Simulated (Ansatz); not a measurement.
The structure below was relaxed with PBEsol (Ansatz, an electronic-structure program), without spin-orbit coupling, at pressure −1 GPa.

Space group Pnma (No. 62); a = 5.6411 Å, b = 4.1877 Å, c = 8.2654 Å, α = β = γ = 90.00°

```csv
atom,site,symmetry,x,y,z
In,4c,.m.,0.1739,0.7500,0.4004
Pd,4c,.m.,0.4271,0.2500,0.2318
Pd,4c,.m.,0.1544,0.7500,0.0730
```

Problem. Write out a cell with all atoms.

Solution. 
```cif
data_In4Pd8
_chemical_formula_sum 'In4 Pd8'
_space_group_name_H-M_alt 'P 1'
_space_group_IT_number 1
_cell_length_a 5.64112
_cell_length_b 4.18774
_cell_length_c 8.26538
_cell_angle_alpha 90.000
_cell_angle_beta 90.000
_cell_angle_gamma 90.000
loop_
_space_group_symop_operation_xyz
  'x, y, z'
loop_
_atom_site_label
_atom_site_type_symbol
_atom_site_fract_x
_atom_site_fract_y
_atom_site_fract_z
_atom_site_occupancy
In1 In 0.82605 0.25000 0.59957 1
In2 In 0.17395 0.75000 0.40043 1
In3 In 0.67395 0.75000 0.09957 1
In4 In 0.32605 0.25000 0.90043 1
Pd1 Pd 0.92715 0.25000 0.26824 1
Pd2 Pd 0.07285 0.75000 0.73176 1
Pd3 Pd 0.57285 0.75000 0.76824 1
Pd4 Pd 0.42715 0.25000 0.23176 1
Pd5 Pd 0.65440 0.75000 0.42695 1
Pd6 Pd 0.34560 0.25000 0.57305 1
Pd7 Pd 0.84560 0.25000 0.92695 1
Pd8 Pd 0.15440 0.75000 0.07305 1
```
This is the conventional cell.

Load acts through the strain it causes; cell and atoms are relaxed under it. No phonon test of stability was made. The final runs are not spin-polarised. The cell was made from InPd2 (space group Pnma, No. 62; a cell from a computed database, its experimental status unchecked) by this change: pressure −1 GPa.
